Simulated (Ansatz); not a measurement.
TiO2 under a change: biaxial strain +0.75 %, plane normal [001], relaxed out of plane

Start from TiO₂ in the anatase structure (space group I4_1/amd, No. 141; a = 3.7697 Å, c = 9.5555 Å). Axes: x, y, z lie along a, b, c of the conventional cell.

Modification: biaxial strain +0.75 %, plane normal [001], relaxed out of plane (Cartesian); in-plane vectors clamped, the third vector and the atoms free.

Calculations: Ansatz (a quantum-chemistry and plane-wave program), PBEsol, PAW, cutoff 420 eV, no spin-orbit coupling, earlier PAW set. Settings: 12×12×12 k-points, 0.05 eV Fermi–Dirac smearing.

The volume per atom increases by 0.04 Å³ (11.32 Å³ → 11.36 Å³) and the space group stays I4_1/amd (No. 141). The shortest interatomic distance rises by 0.010 Å, from 1.928 Å to 1.938 Å and the energy grows by 1.1 meV/atom. The pressure (mean of the normal stresses, compression positive) goes from zero to -14.3 kbar and the band gap falls by 0.07 eV (2.11 eV → 2.04 eV). The gap character stays indirect, Γ–X (87 % along) → Γ and the smallest direct gap falls by 0.046 eV (2.44 eV → 2.40 eV). The width of the top valence band is nearly the same (0.84 eV against 0.85 eV) and the out-of-plane strain amounts to -1.12 %. The mean in-plane stress (compression positive) amounts to -2.1 GPa.

Cost of the whole job for the changed cell (relaxation, final SCF and bands): about 2.0 core-minutes (a rough figure).

No phonon test of stability was made. All final runs are without spin polarisation.
